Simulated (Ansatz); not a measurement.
Structures of equal composition on the (0001) surface of wurtzite GaN (Ga plane on top): 2x2 Al adatom at H3; 2x2 Al adatom at T4. The slabs share one bottom face, and each structure is named by its start. These are constructed structures in small cells; real faces may alloy, dewet or reconstruct in larger ones, and not all known structures of the face are among them. Slabs of about 14 Å, Fermi-Dirac smearing of 0.025 eV. Bottom of the slabs: H caps. Relaxed from the named starts with such symmetry as they have, on meshes of like density; energies extrapolated to zero smearing; spin only where a row says so; no spin-orbit coupling, no U. Brackets mark spin-polarised runs, whose order is one that fits the cell. Where a second, spin-polarised start was run, the lower counts.

Method: PBE (plane waves to 420 eV, PAW; Ansatz, a quantum-chemistry and plane-wave program).

Q: Order them by energy per 1x1 cell (lowest first) at the level PBE.

A: 2x2 Al adatom at T4 (0.000 eV, gap 0.46 eV on the mesh), 2x2 Al adatom at H3 (0.073 eV, gap 0.41 eV on the mesh)
